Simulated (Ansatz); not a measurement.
BiVO4 (I4₁/amd, No. 141, 12 atoms in the cell; start mp-545850; a measured phase of this formula has another space group) was calculated with r²SCAN in Ansatz (PAW).

Numerical settings: plane-wave cutoff 560 eV, 8×8×8 k mesh, Fermi–Dirac smearing 0.01 eV, no spin polarisation, scalar-relativistic PAW data made under PBE.

Cell (relaxed at this level):

```
BiVO4
1.0
   -3.65186     3.65186     3.22012
    3.65186    -3.65186     3.22012
    3.65186     3.65186    -3.22012
V Bi O
2 2 8
Cartesian
  3.65186   0.00000   1.61006
  0.00000   0.00000   3.22012
  0.00000   0.00000   0.00000
  0.00000   3.65186   1.61006
  2.33001   3.65186   1.08865
  3.65186  -1.32185   2.69871
  1.32185   0.00000   4.30877
  3.65186   1.32185   2.69871
  2.33001   0.00000   0.52141
  0.00000   1.32185   2.13147
  4.97372   0.00000   0.52141
  3.65186   2.33001  -1.08865
```

### Question
Predict the band gap and direct gap at Γ.

### Answer

- band gap: 2.89 eV
- direct gap at Γ: 3.89 eV

Spin–orbit coupling is not included; with these elements it can move the gap by several tenths of an eV or more.

Static lattice: no zero-point or thermal effects.

Computing time: very roughly 70 core-seconds.

A start named mp-… is a Materials Project structure, which need not be a measured phase.

Ansatz is a quantum-chemistry and plane-wave program.
